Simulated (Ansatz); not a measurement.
System: BaTi₂O₅ (Pnma, No. 62, 32 atoms in the cell; start mp-558159). Method: PBEsol (PAW; Ansatz, a first-principles code).

Numerical settings: plane-wave cutoff 520 eV, 4×10×4 k mesh (along the axes of the cell as run), Fermi–Dirac smearing 0.01 eV, no spin polarisation, scalar-relativistic PAW data made under PBE.

Cell (relaxed with PBEsol):

```cif
data_Ba4O20Ti8
_chemical_formula_sum 'Ba4 Ti8 O20'
_space_group_name_H-M_alt 'Pnma'
_space_group_IT_number 62
_space_group_name_Hall '-P 2ac 2n'
_cell_length_a 10.23611
_cell_length_b 3.89868
_cell_length_c 10.84665
_cell_angle_alpha 90.000
_cell_angle_beta 90.000
_cell_angle_gamma 90.000
loop_
_atom_site_label
_atom_site_type_symbol
_atom_site_symmetry_multiplicity
_atom_site_Wyckoff_symbol
_atom_site_fract_x
_atom_site_fract_y
_atom_site_fract_z
_atom_site_occupancy
Ba1 Ba 4 c 0.05117 0.25000 0.82371 1
Ti1 Ti 4 c 0.26611 0.25000 0.10333 1
Ti2 Ti 4 c 0.14647 0.25000 0.40831 1
O1 O 4 c 0.26642 0.25000 0.28102 1
O2 O 4 c 0.17435 0.75000 0.43055 1
O3 O 4 c 0.19871 0.25000 0.58438 1
O4 O 4 c 0.48841 0.25000 0.15029 1
O5 O 4 c 0.09802 0.25000 0.07613 1
```

### Question
What does this level give for the band gap and smallest direct gap on the k points sampled?

### Answer

- band gap = 2.84 eV
- smallest direct gap on the k points sampled = 3.02 eV

Spin–orbit coupling is not included.

Static lattice: no zero-point or thermal effects.

Cost on a shared machine: very roughly 25 core-minutes.

A start named mp-… is a Materials Project structure, which need not be a measured phase.
